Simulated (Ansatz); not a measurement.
## Effect of isotropic strain +2.00 % on TiB2

Consider TiB2 (space group P6/mmm, No. 191; a = 2.9939 Å, c = 3.1595 Å).

Perturbation: every lattice vector is stretched by 2.00 %, atoms relaxed at fixed cell.

Level of theory: LDA (Ansatz, a quantum-chemistry and plane-wave program, PAW, no SOC). Γ-centred 13×13×10 mesh, Fermi–Dirac width 0.05 eV.

* **Volume per atom**: 8.68 Å³ (base 8.18 Å³)
* **Shortest interatomic distance**: 1.763 Å (base 1.729 Å)
* **Energy relative to the base (free energy F)**: +24 meV/atom
* **Pressure (mean of the normal stresses, compression positive)**: -14.9 GPa (base 0.0 GPa)
* **Band gap**: zero (base zero)

Final structure:

```yaml
crystal:
  lattice:
    - [3.05380, 0.00000, 0.00000]
    - [-1.52690, 2.64467, 0.00000]
    - [0.00000, 0.00000, 3.22272]
  atoms:
    - { symbol: Ti, position: [0.00000, 0.00000, 0.00000] }
    - { symbol: B, position: [0.66667, 0.33333, 0.50000] }
    - { symbol: B, position: [0.33333, 0.66667, 0.50000] }
```

A case with no gap was solved on a k-mesh chosen for an insulator, which is coarse for it. No phonon test of stability was made. All final runs are without spin polarisation.
